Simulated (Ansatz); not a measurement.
End structure of a O vacancy (surface) in a 2x2 cell of the 1x1 (10-10) surface of wurtzite ZnO (cut with top plane O + Zn):

Host crystal: wurtzite ZnO, with a band gap (PBE, scalar-relativistic without spin-orbit coupling).

```yaml
crystal:
  lattice:
    - [6.55898, 0.00000, 0.00000]
    - [0.00000, 10.58758, 0.00000]
    - [0.00000, 0.00000, 28.50000]
  atoms:
    - { symbol: O, position: [0.25000, 0.18872, 0.33452] }
    - { symbol: O, position: [0.25000, 0.68872, 0.33452] }
    - { symbol: O, position: [0.75000, 0.18872, 0.33452] }
    - { symbol: O, position: [0.75000, 0.68872, 0.33452] }
    - { symbol: Zn, position: [0.25000, 0.51563, 0.34633] }
    - { symbol: Zn, position: [0.25000, 0.01563, 0.34633] }
    - { symbol: Zn, position: [0.75000, 0.51563, 0.34633] }
    - { symbol: Zn, position: [0.75000, 0.01563, 0.34633] }
    - { symbol: O, position: [0.99995, 0.43607, 0.36750] }
    - { symbol: O, position: [0.99997, 0.93610, 0.36778] }
    - { symbol: O, position: [0.50005, 0.43607, 0.36750] }
    - { symbol: O, position: [0.50003, 0.93610, 0.36778] }
    - { symbol: Zn, position: [0.00000, 0.24739, 0.36289] }
    - { symbol: Zn, position: [0.00000, 0.74739, 0.36289] }
    - { symbol: Zn, position: [0.50000, 0.24739, 0.36289] }
    - { symbol: Zn, position: [0.50000, 0.74739, 0.36289] }
    - { symbol: O, position: [0.99953, 0.18561, 0.43281] }
    - { symbol: O, position: [0.99967, 0.68589, 0.43300] }
    - { symbol: O, position: [0.50047, 0.18561, 0.43281] }
    - { symbol: O, position: [0.50033, 0.68589, 0.43300] }
    - { symbol: Zn, position: [0.99945, 0.49803, 0.43610] }
    - { symbol: Zn, position: [0.99967, 0.99777, 0.43655] }
    - { symbol: Zn, position: [0.50055, 0.49803, 0.43610] }
    - { symbol: Zn, position: [0.50033, 0.99777, 0.43655] }
    - { symbol: O, position: [0.25000, 0.43474, 0.46690] }
    - { symbol: O, position: [0.25000, 0.93498, 0.46771] }
    - { symbol: O, position: [0.75000, 0.43487, 0.46746] }
    - { symbol: O, position: [0.75000, 0.93500, 0.46806] }
    - { symbol: Zn, position: [0.25000, 0.24473, 0.46483] }
    - { symbol: Zn, position: [0.25000, 0.74539, 0.46513] }
    - { symbol: Zn, position: [0.75000, 0.24479, 0.46528] }
    - { symbol: Zn, position: [0.75000, 0.74529, 0.46547] }
    - { symbol: O, position: [0.25000, 0.18420, 0.53205] }
    - { symbol: O, position: [0.25000, 0.68553, 0.53263] }
    - { symbol: O, position: [0.75000, 0.18408, 0.53269] }
    - { symbol: O, position: [0.75000, 0.68572, 0.53313] }
    - { symbol: Zn, position: [0.25000, 0.49583, 0.53376] }
    - { symbol: Zn, position: [0.25000, 0.99431, 0.53521] }
    - { symbol: Zn, position: [0.75000, 0.49583, 0.53466] }
    - { symbol: Zn, position: [0.75000, 0.99387, 0.53571] }
    - { symbol: O, position: [0.00094, 0.43537, 0.56615] }
    - { symbol: O, position: [0.00093, 0.93599, 0.56812] }
    - { symbol: O, position: [0.49906, 0.43537, 0.56615] }
    - { symbol: O, position: [0.49907, 0.93599, 0.56812] }
    - { symbol: Zn, position: [0.00080, 0.24637, 0.56351] }
    - { symbol: Zn, position: [0.00078, 0.74825, 0.56428] }
    - { symbol: Zn, position: [0.49920, 0.24637, 0.56351] }
    - { symbol: Zn, position: [0.49922, 0.74825, 0.56428] }
    - { symbol: O, position: [0.00754, 0.19288, 0.63313] }
    - { symbol: O, position: [0.00352, 0.68057, 0.63315] }
    - { symbol: O, position: [0.49246, 0.19288, 0.63313] }
    - { symbol: O, position: [0.49648, 0.68057, 0.63315] }
    - { symbol: Zn, position: [0.01562, 0.49157, 0.63605] }
    - { symbol: Zn, position: [0.00255, 0.00357, 0.63841] }
    - { symbol: Zn, position: [0.48438, 0.49157, 0.63605] }
    - { symbol: Zn, position: [0.49745, 0.00357, 0.63841] }
    - { symbol: O, position: [0.25000, 0.93844, 0.66626] }
    - { symbol: O, position: [0.75000, 0.44343, 0.66291] }
    - { symbol: O, position: [0.75000, 0.93647, 0.66372] }
    - { symbol: Zn, position: [0.25000, 0.30076, 0.64929] }
    - { symbol: Zn, position: [0.25000, 0.76710, 0.65326] }
    - { symbol: Zn, position: [0.75000, 0.26824, 0.65218] }
    - { symbol: Zn, position: [0.75000, 0.76246, 0.65264] }
```

Set-up: 63 atoms, 9.4 Å thick at the start (thin: gaps and levels are the slab's own); mesh 3x2x1; 0.01 eV smearing; dipole correction on; single point; on the structure that PBE left under its start's symmetry; spin-polarised from one start with parallel moments (other orders not tried), no spin-orbit, no U. The starting moment vanished. The program's check for a lower electronic state was not made.

Q: What is the computed change of the step from the bottom to the top vacuum level, against the clean slab (Ansatz (a program for electronic structure) with r2SCAN, at the PBE geometry and the start's symmetry)?

A: -0.23 eV

Q: Predict the formation energy against ½ O2(g) at the same level from r2SCAN, at the PBE geometry and the start's symmetry.

A: 3.38 eV
